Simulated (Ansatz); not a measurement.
**Al, response to strain**

Start from Al in the fcc (Cu type) structure (space group Fm-3m, No. 225; a = 3.994 Å; relaxed with 0.1 eV smearing). Axes: x, y, z lie along the cube axes.

Strains are applied to the cell and any free atomic positions relax; under biaxial strain the out-of-plane vector relaxes too.

Computed with Ansatz (an electronic-structure program), r2SCAN, PAW, cutoff 500 eV, scalar-relativistic without spin-orbit coupling.

Notes on the quantities. energy relative to the base: free energy F; pressure: mean of the normal stresses, compression positive.

```json
[
 {"change": "base", "energy relative to the base": "0 meV/atom", "pressure": "0.0 GPa", "volume per atom": "15.92 Å³"},
 {"change": "biaxial strain −4.97 %, plane normal [111], relaxed out of plane", "energy relative to the base": "+52 meV/atom", "pressure": "8.2 GPa", "volume per atom": "14.94 Å³"},
 {"change": "biaxial strain −3.83 %, plane normal [111], relaxed out of plane", "energy relative to the base": "(withheld)", "pressure": "(withheld)", "volume per atom": "(withheld)"},
 {"change": "uniaxial strain ε_xx = +5.77 %", "energy relative to the base": "+20 meV/atom", "pressure": "-4.3 GPa", "volume per atom": "16.84 Å³"},
 {"change": "uniaxial strain ε_zz = +3.91 %", "energy relative to the base": "+9.3 meV/atom", "pressure": "-3.1 GPa", "volume per atom": "16.55 Å³"},
 {"change": "tensor shear ε_yz = −1.43 %", "energy relative to the base": "+1.7 meV/atom", "pressure": "0.1 GPa", "volume per atom": "15.92 Å³"}
]
```

Problem. Some entries are withheld; estimate them.

Solution. 
- biaxial strain −3.83 %, plane normal [111], relaxed out of plane, energy relative to the base: +29 meV/atom
- biaxial strain −3.83 %, plane normal [111], relaxed out of plane, pressure: 5.7 GPa
- biaxial strain −3.83 %, plane normal [111], relaxed out of plane, volume per atom: 15.18 Å³

Whether these cells are dynamically stable was not tested.
